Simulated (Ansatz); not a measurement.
**Pressure series in BaTiO3**

The reference is BaTiO$_{3}$ (space group P4mm, No. 99; a = 3.985 Å, c = 4.204 Å).

Cell and atoms are relaxed at each pressure.

Method: PBE, PAW, 420 eV (Ansatz, a program for electronic structure; scalar-relativistic without spin-orbit coupling), earlier PAW set.

Notes on the quantities. enthalpy: H = E + PV relative to the base's energy.

```tsv
case	band gap	enthalpy	gap character
base	1.85 eV	–	indirect, A → Γ
pressure −1 GPa	1.84 eV	-0.08 eV/atom	indirect, A → Γ
pressure 3 GPa	1.87 eV	+0.25 eV/atom	indirect, A → Γ
pressure 7 GPa	1.90 eV	+0.56 eV/atom	indirect, A → Γ
pressure 15 GPa	1.96 eV	+1.18 eV/atom	indirect, A → Γ
pressure 30 GPa	…	+2.27 eV/atom	direct at Γ
pressure 50 GPa	2.02 eV	+3.64 eV/atom	direct at Γ
pressure 75 GPa	2.00 eV	+5.25 eV/atom	direct at Γ
pressure 100 GPa	1.95 eV	+6.78 eV/atom	direct at Γ
```

Q: What belongs in the blanks?

A: 
- pressure 30 GPa, band gap: 2.01 eV

Load acts through the strain it causes; cell and atoms are relaxed under it. Whether these cells are dynamically stable was not tested. Competing high-pressure phases were not computed. The final runs are not spin-polarised. k-point labels follow each cell's own Brillouin zone.
